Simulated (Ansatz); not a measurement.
For LiNO3 (R-3c, No. 167; structure not from a measured cell), LDA (PAW; Ansatz, an electronic-structure program) gives:

```
Quantity              Result
------------------  --------
lattice constant a   4.590 Å
c axis length       14.324 Å
```

Task: What does r²SCAN (plane waves, PAW; Ansatz) give for the same quantities?

Result: 
- lattice constant a: 4.677 Å (grows by 1.9 %)
- lattice parameter c: 14.956 Å (rises by 4.4 %)

Changes are worked out from the printed values.

Unless a cell is named, each level is at its own relaxed cell (LDA 8.71, r²SCAN 9.44 Å³/atom).

Caveats: the relaxation could not lower the start's symmetry, so the cell can be a saddle point above a distorted one (LDA, r²SCAN). Ansatz's density-functional and Hartree–Fock values are scalar-relativistic unless marked +SOC, with PAW data made under PBE.
